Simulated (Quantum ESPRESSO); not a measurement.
**Variants of one calculation on ZrPbO₃ (Pnma, 20 atoms in the cell)**

```
CELL_PARAMETERS angstrom
      5.92742     0.00000     0.00000
      0.00000     8.35431     0.00000
      0.00000     0.00000     5.88933
ATOMIC_POSITIONS crystal
  Zr 0.00000 0.00000 0.00000
  Zr 0.50000 0.00000 0.50000
  Zr 0.50000 0.50000 0.50000
  Zr 0.00000 0.50000 0.00000
  Pb 0.52386 0.25000 0.00693
  Pb 0.47614 0.75000 0.99307
  Pb 0.97614 0.75000 0.50693
  Pb 0.02386 0.25000 0.49307
  O  0.01578 0.75000 0.07723
  O  0.98422 0.25000 0.92277
  O  0.48422 0.25000 0.57723
  O  0.51578 0.75000 0.42277
  O  0.28751 0.04019 0.21151
  O  0.71249 0.95981 0.78849
  O  0.21249 0.95981 0.71151
  O  0.78751 0.04019 0.28849
  O  0.78751 0.45981 0.28849
  O  0.21249 0.54019 0.71151
  O  0.71249 0.54019 0.78849
  O  0.28751 0.45981 0.21151
```

Base run A: LDA (PW92), PseudoDojo standard norm-conserving (LDA) pseudopotentials run with Quantum ESPRESSO 7.5, self-consistent single point.

Its settings: ecutwfc = 85 Ry; occupations = smearing; smearing = gaussian; degauss = 0.000734986 Ry; potentials = {Zr: Zr.upf, Pb: Pb.upf, O: O.upf}; K_POINTS = automatic 4 3 4 1 1 1; conv_thr = 1e-10 Ry; mixing_beta = 0.7.

The starting cell comes from a database of computed structures (which also holds hypothetical and non-ambient phases and stackings), without a prior relaxation at this level. Spin-orbit coupling is off. In the base run, with a pressure of about -12 GPa the cell is away from its equilibrium volume at this level. The shifted mesh does not hold Γ, so a gap read on it misses any band edge there.

ΔF is the free energy per atom less that of run A. A dash stands where there is no value to compare (another energy zero or no entropy term, no result, no spin, no clean gap, or a mesh too coarse for one). Absolute energies have different zeros for different potentials, functionals, Hubbard and dispersion terms and are not compared across them.

Run A gave: pressure (GPa) -11.58; largest force (eV/Å) 0.209; gap on the mesh (eV) 3.096; k-points 8.

Runs:
- B: ecutwfc: 85 Ry → 51 Ry
- C: ecutwfc: 85 Ry → 68 Ry
- D: K_POINTS: automatic 4 3 4 1 1 1 → automatic 3 2 3 1 1 1
- E: ecutwfc: 85 Ry → 40 Ry; pseudopotentials: {Zr: Zr.upf, Pb: Pb.upf, O: O.upf} → {Zr: zr_lda_v1.uspp.F.UPF, Pb: pb_lda_v1.uspp.F.UPF, O: o_lda_v1.2.uspp.F.UPF}; ecutrho: default → 320 Ry [LDA (PZ)]

**Question.** What does run C change against A?

**Answer.** The free energy rises by 14.9 meV/atom, the pressure goes from -11.58 to -13.22 GPa, the largest force hardly changes (0.209 to 0.207 eV/Å) and the gap on the mesh stays at 3.096 eV.

**Question.** What does run B change against A?

**Answer.** The free energy goes up by 351 meV/atom, the pressure goes from -11.58 to -31.85 GPa, the largest force goes from 0.209 to 0.195 eV/Å and the gap on the mesh moves little (3.096 to 3.092 eV).

**Question.** What does run D change against A?

**Answer.** The free energy is nearly the same (within 1 meV/atom), the pressure stays at -11.58 GPa, the largest force hardly changes (0.209 to 0.210 eV/Å) and the gap on the mesh goes from 3.096 to 3.250 eV.

| run | ΔF (meV/atom) | pressure (GPa) | largest force (eV/Å) | gap on the mesh (eV) | k-points |
|---|---|---|---|---|---|
| A | 0.00 | -11.58 | 0.209 | 3.096 | 8 |
| B | 350.6 | -31.85 | 0.195 | 3.092 | 8 |
| C | 14.9 | -13.22 | 0.207 | 3.096 | 8 |
| D | -0.44 | -11.58 | 0.210 | 3.250 | 4 |
| E | – | -11.46 | 0.189 | 3.097 | 8 |
